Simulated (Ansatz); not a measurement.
Worked example: self-consistent single point of CdPd (P4mm, 2 atoms in the cell) in Ansatz (a program for electronic structure).

Computed with LDA (PW92), default PAW files made with PBE (plane waves; Ansatz).

The change in words: lattice scaled by 0.98; kpoints.mp_grid.grid: 11 11 9 → 14 14 12; scf.occupations.width: 0.1 eV → 0.05 eV. Reference geometry:
```
CELL_PARAMETERS angstrom
      3.02815     0.00000     0.00000
      0.00000     3.02815     0.00000
      0.00000     0.00000     3.68241
ATOMIC_POSITIONS crystal
  Cd 0.00000 0.00000 0.01358
  Pd 0.50000 0.50000 0.50000
```

Reference input (self-consistent single point, DFT, LDA (PW92), plane waves, default PAW files made with PBE): basis.ecutwfc = 420 eV; kpoints.mp_grid.grid = 11 11 9; hamiltonian.xc = lda; hamiltonian.pseudopotentials = {kind: paw} (the program's default PAW files); scf.occupations.method = fermi_dirac; scf.occupations.width = 0.1 eV. This run's input differs from it in these lines:

Ansatz 0.2 input:
```diff
@@ -2,5 +2,5 @@
   lattice:
-    - [3.02814800, 0.00000000, 0.00000000]
-    - [0.00000000, 3.02814800, 0.00000000]
-    - [0.00000000, 0.00000000, 3.68241000]
+    - [2.96758500, 0.00000000, 0.00000000]
+    - [0.00000000, 2.96758500, 0.00000000]
+    - [0.00000000, 0.00000000, 3.60876200]
   atoms:
@@ -11,3 +11,3 @@
 kpoints:
-  mp_grid: { grid: [11, 11, 9] }
+  mp_grid: { grid: [14, 14, 12] }
 hamiltonian:
@@ -16,3 +16,3 @@
 scf:
-  occupations: { method: fermi_dirac, width: 0.1 eV }
+  occupations: { method: fermi_dirac, width: 0.05 eV }
 output:
```

The program printed (abridged):

```
SCF iter   1: F=—  HF=-14963.372643 eV  |F-HF|=—  |Δ(HF+E_count)|=         —  Δρ=1.58e-2  dr2=7.83e-2  ethr=1.77e-3  ⟨swp⟩=5.7  Hψ=23376  notcnv=0
all-band conjugate gradients solve this SCF's bands
preconditioner: auto → Kerker (q_TF=auto, 2.811 Å⁻¹)
SCF iter   2: F=—  HF=-14963.355063 eV  |F-HF|=—  |Δ(HF+E_count)|=   1.76e-2  Δρ=4.33e-3  dr2=3.73e-3  ethr=2.06e-4  ⟨swp⟩=2.6  Hψ=10612  notcnv=0  defer=20
   [... lines left out ...]
SCF iter   4: F=—  HF=-14963.353798 eV  |F-HF|=—  |Δ(HF+E_count)|=   1.78e-4  Δρ=4.08e-4  dr2=6.91e-5  ethr=1.71e-6  ⟨swp⟩=2.2  Hψ=9268  notcnv=0  defer=20
SCF iter   5: F=—  HF=-14963.353767 eV  |F-HF|=—  |Δ(HF+E_count)|=   3.12e-5  Δρ=1.35e-4  dr2=1.24e-5  ethr=1.82e-7  ⟨swp⟩=2.5  Hψ=9193  notcnv=0  defer=20
SCF iter   6: F=—  HF=-14963.353762 eV  |F-HF|=—  |Δ(HF+E_count)|=   4.78e-6  Δρ=4.46e-5  dr2=6.73e-7  ethr=3.26e-8  ⟨swp⟩=2.1  Hψ=7829  notcnv=0  defer=20
SCF iter   7: F=-14963.353762 eV  HF=-14963.353762 eV  |F-HF|=1.45e-8  |Δ(HF+E_count)|=   1.94e-7  Δρ=6.98e-6  dr2=2.13e-8  ethr=2.63e-10  ⟨swp⟩=5.3  Hψ=23292  notcnv=0
SCF 1 converged in 7 iterations: F = -14963.353762 eV  dr2 = 2.13e-8
Free energy (F): -14963.353762 eV
Internal energy: -14963.350546 eV  (E = F + TS)
E sigma→0 (E₀):  -14963.352154 eV
Entropy (-TS):   -0.003215 eV (-1.608 meV/atom)
Fermi energy:    19.223711 eV
--- Forces (eV/Å), atoms counted from 1 ---
  atom   1  Cd    -0.00000000    -0.00000000    -0.37862859
  atom   2  Pd     0.00000000     0.00000000     0.37863340
--- Stress (GPa, compression-positive) ---
        0.358342      -0.000000      -0.000000
       -0.000000       0.358342      -0.000000
       -0.000000      -0.000000       0.555308
  P = ⅓ Tr σ = 0.4240 GPa (4.240 kbar)
  The stress holds the Pulay correction. Without it, at fixed plane waves, as pw.x and ABINIT print it: P = 0.3908 GPa
```

The run converged in 7 iterations. Against the reference run the free energy goes down by 19.8 meV/atom, the pressure goes from -7.69 to 0.42 GPa and the largest force goes from 0.277 to 0.379 eV/Å.

The starting cell comes from a database of computed structures (which also holds hypothetical and non-ambient phases and stackings), without a prior relaxation at this level. Its lattice was rescaled by up to half a per cent. One atom was moved a little off its site on purpose. For this run, on top of that: lattice scaled by 0.98. Spin polarisation is off. Ansatz's pressure includes its estimate of the finite-basis (Pulay) stress.
